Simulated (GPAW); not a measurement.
A working GPAW input for AgI (F-43m, 2 atoms in the cell) (DFT LDA (Perdew-Wang 92), plane waves, GPAW PAW datasets LDA (gpaw-data 1.0.1)):

```python
from ase import Atoms
from ase.units import GPa
from gpaw import GPAW

atoms = Atoms(['Ag', 'I'],
              cell=[[0.000000, 3.275203, 3.275203],
                    [3.275203, 0.000000, 3.275203],
                    [3.275203, 3.275203, 0.000000]],
              positions=[[0.000000, 0.000000, 0.000000],
                         [4.912805, 4.912805, 4.912805]],
              pbc=True)

calc = GPAW(mode={'name': 'pw', 'ecut': 550},
            xc='LDA',
            kpts={'size': (6, 6, 6), 'gamma': True},
            occupations={'name': 'fermi-dirac', 'width': 0.0},
            nbands=-4,
            convergence={'density': 1e-05, 'bands': -2},
            symmetry={'symmorphic': False, 'tolerance': 0.0005},
            maxiter=120,
            txt='-')

atoms.calc = calc

energy = atoms.get_potential_energy()
print('Energy (eV):', round(energy, 6))
forces = atoms.get_forces()
print('Forces (eV/Ang):')
print(forces.round(5))
stress = atoms.get_stress()
print('Stress (GPa, Voigt):', (stress / GPa).round(4))
```

The run converged in 22 iterations: free energy E − TS (from the program's reference atoms) -6.1543 eV; top of the valence band (on the code's own zero) 2.44 eV; gap on the k-point mesh 1.06 eV; pressure -2.76 GPa. Each of these slips is then made, one at a time:

(1)
```diff
+            setups={'Ag': 'hard'},
```

(2)
```diff
-            occupations={'name': 'fermi-dirac', 'width': 0.0},
+            occupations={'name': 'fermi-dirac', 'width': 2.0},
```

(3)
```diff
-            maxiter=120,
+            maxiter=5,
```

Question: Predict the outcome of each change.

Answer: 
(1) A potential or basis that cannot be found. The program stopped before any SCF iteration, with the message: FileNotFoundError: Could not find required PAW dataset file "Ag.hard.LDA"..

(2) A smearing width that is far too large. The run converged in 21 iterations without an error; against the sound input the free energy drops by 2.97 eV/atom, the pressure goes from -2.76 to 6.87 GPa and no clean gap remains on the mesh (levels overlap or are partly filled), against 1.06 eV before.

(3) An iteration limit that is too low. The run ended unconverged after 5 iterations, with the message: gpaw.KohnShamConvergenceError: Did not converge! See text output for help..

The starting cell comes from a database of computed structures (which also holds hypothetical and non-ambient phases and stackings), without a prior relaxation at this level. Its lattice was rescaled by a random factor within 2.5 % of one. Spin-orbit coupling is off.

Left out of this page: 4 runs of the series outside the window shown, repeating another row's setting, or not comparable.
